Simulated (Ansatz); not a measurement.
# How far to go with shifted k-point meshes: BaAl2 (R3m, 6 atoms in the cell)

```
BaAl2
1.0
    0.00000     4.24374     4.24374
    4.24374     0.00000     4.24374
    4.24374     4.24374     0.00000
Ba Al
2 4
Direct
  0.50340   0.50340   0.50340
  0.75000   0.75000   0.75000
  0.12500   0.12500   0.12500
  0.62500   0.12500   0.12500
  0.12500   0.12500   0.62500
  0.12500   0.62500   0.12500
```

Computed with PBEsol, default PAW files made with PBE (plane waves; Ansatz, a first-principles code).

Base settings: basis.ecutwfc = 420 eV; kpoints.mp_grid.grid = 7 7 7; hamiltonian.xc = pbesol; hamiltonian.pseudopotentials = {kind: paw} (the program's default PAW files); scf.occupations.method = gaussian; scf.occupations.width = 0.1 eV.

In this ladder: kpoints.mp_grid.shift = 0.5 0.5 0.5.

Only quantities that move along the ladder and can be compared are tabulated.

The count of work is k-points × plane waves × bands × iterations; it is no time. Core times come from one kind of shared machine, to one figure; runs under 30 s give none.

The starting cell comes from a database of computed structures (which also holds hypothetical and non-ambient phases and stackings), without a prior relaxation at this level. Its lattice was rescaled by up to half a per cent. One atom was moved a little off its site on purpose. Ansatz's pressure includes its estimate of the finite-basis (Pulay) stress.

Steps (kpoints.mp_grid.grid): 1 1 1; 2 2 2; 3 3 3; 4 4 4; 5 5 5; 6 6 6; 7 7 7; 8 8 8; 9 9 9; 10 10 10; 11 11 11; 13 13 13; 16 16 16; 20 20 20; 22 22 22.

Task: What is the coarsest kpoints.mp_grid.grid that holds the free energy within 0.5 meV/atom of the last step, with all finer ones?

Result: 8 8 8, at 0.059 of the last step's count of work; the step before is off by 0.63 meV/atom.

Task: What is the coarsest kpoints.mp_grid.grid that holds the forces within 0.01 eV/Å of the last step, with all finer ones?

Result: 10 10 10, at 0.11 of the last step's count of work and about 0.1 of the last step's time; the step before is off by 0.011 eV/Å.

Task: What is the coarsest kpoints.mp_grid.grid that holds the pressure within 0.5 GPa of the last step, with all finer ones?

Result: 2 2 2, at 0.0020 of the last step's count of work; the step before is off by 1.6 GPa.

| kpoints.mp_grid.grid | free energy less the last step's (meV/atom) | pressure (GPa) | largest difference of a force vector from the last step's (eV/Å) | count of work / last | core time / last (rough) |
|---|---|---|---|---|---|
| 1 1 1 | 235.81 | -3.12 | 2.930 | 0.0013 | – |
| 2 2 2 | 38.92 | -1.17 | 0.298 | 0.0020 | – |
| 3 3 3 | -2.34 | -1.54 | 0.229 | 0.0059 | – |
| 4 4 4 | 1.13 | -1.53 | 0.024 | 0.0099 | – |
| 5 5 5 | -0.15 | -1.50 | 0.037 | 0.019 | – |
| 6 6 6 | 0.03 | -1.49 | 0.053 | 0.028 | – |
| 7 7 7 | 0.63 | -1.47 | 0.002 | 0.043 | – |
| 8 8 8 | -0.09 | -1.47 | 0.015 | 0.059 | – |
| 9 9 9 | 0.02 | -1.47 | 0.011 | 0.084 | – |
| 10 10 10 | -0.01 | -1.47 | 0.009 | 0.11 | 0.1 |
| 11 11 11 | -0.01 | -1.47 | 0.001 | 0.14 | 0.1 |
| 13 13 13 | -0.03 | -1.47 | 0.003 | 0.23 | 0.2 |
| 16 16 16 | -0.01 | -1.47 | 0.001 | 0.40 | 0.4 |
| 20 20 20 | 0.00 | -1.47 | 0.000 | 0.76 | 0.8 |
| 22 22 22 | 0.00 | -1.47 | 0.000 | 1.0 | 1 |

Keys are those of Ansatz 0.2.
